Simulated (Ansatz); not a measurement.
## MgB2: transverse stress against strain

MgB2 (AlB2 type, P6/mmm, 9.479 Å³/atom at rest, c along z) under a strain ε along c (axis z), the other axes held. PBEsol in Ansatz, a plane-wave DFT program (PAW, default set), 420 eV, 22×22×17 Γ-centred mesh, Fermi-Dirac smearing 0.10 eV; ions are relaxed within the symmetry of each cell. Stress is positive for a compressed cell.

Here s stands for strain and y for stress xx.

```
strain (%)  stress xx (GPa)
----------  ---------------
-1.50                  0.63
-1.00                  0.40
-0.50                  0.19
0.00                   0.00
0.50                  -0.17
1.00                  -0.33
1.50                  -0.47
3.00                      ?
```

Fit y of the 7 rows that show it with a straight line. Means: s 0, y 0.036. About the means, the sum of products is -2.5600 and the sum of squares of s is 7.0000; the slope is their ratio. Least squares gives y = 0.036 - 0.3657·s. Residuals (row less fit): 0.045, -0.002, -0.029, -0.036, -0.023, 0.000, 0.043; standard error 0.036 (degrees of freedom: 5). The slope gives the elastic constant C13 = 37 ± 1.4 GPa.

Question: Predict the withheld y at s = 3.00 from the fit, and compare with the calculation.

Answer: y = 0.036 - 0.3657 × 3.0 = -1.061 GPa. The calculation gives -0.82 GPa, 0.241 GPa above the prediction (16.6 % of the range of y in the table). The row lies outside the fitted rows, so this is an extrapolation. From the scatter of the fitted rows alone, a prediction at this place has a standard error of 0.056 GPa, so the miss is 4.3 times that.

One order more, fitted to all 13 runs of the series, follows each within 0.01, so the miss is the next term of a smooth law. In a metal these values are sensitive to mesh and smearing; energies are taken to zero smearing, stresses follow the free energy. Rows are the converged runs of the series near zero and its far end; series whose fitted rows scatter by over a few per cent of the range, as at a crossing or softening among them, aren't shown in this form. Most that stay on the fit to the last digits aren't either.
